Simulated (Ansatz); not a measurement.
# Pressure series in SrO

Base system: SrO in the rock salt structure (space group Fm-3m, No. 225; a = 5.160 Å).

Cell and atoms are relaxed at each pressure.

Computed with plane-wave PAW DFT at the r2SCAN level (Ansatz, a program for electronic structure, 500 eV), spin-orbit coupling left out.

Notes on the quantities. enthalpy: H = E + PV relative to the base's energy.

```tsv
change	enthalpy	smallest direct gap	lattice parameter a	electron mass
base	–	3.88 eV	5.160 Å	1.2 mₑ along k, 0.40 mₑ across (at X)
pressure −2 GPa	-0.22 eV/atom	3.90 eV	5.199 Å	1.2 mₑ along k, 0.41 mₑ across (at X)
pressure −1 GPa	-0.11 eV/atom	3.89 eV	5.179 Å	1.2 mₑ along k, 0.40 mₑ across (at X)
pressure 0.3 GPa	+0.03 eV/atom	3.88 eV	5.154 Å	1.2 mₑ along k, 0.40 mₑ across (at X)
pressure 0.7 GPa	+0.07 eV/atom	3.87 eV	5.147 Å	1.2 mₑ along k, 0.40 mₑ across (at X)
pressure 1.5 GPa	+0.16 eV/atom	3.86 eV	5.133 Å	1.2 mₑ along k, 0.40 mₑ across (at X)
pressure 3 GPa	+0.32 eV/atom	3.84 eV	5.108 Å	1.2 mₑ along k, 0.39 mₑ across (at X)
pressure 5 GPa	+0.52 eV/atom	3.82 eV	5.078 Å	1.2 mₑ along k, 0.39 mₑ across (at X)
pressure 7.5 GPa	+0.78 eV/atom	3.79 eV	5.043 Å	1.2 mₑ along k, 0.38 mₑ across (at X)
pressure 10 GPa	+1.02 eV/atom	3.76 eV	5.011 Å	1.2 mₑ along k, 0.38 mₑ across (at X)
```

Load acts through the strain it causes; cell and atoms are relaxed under it. Masses are band curvatures over ±0.01 Å⁻¹ around the edge. Along k means along the line from Γ to the band edge. No phonon test of stability was made. Competing high-pressure phases were not computed.
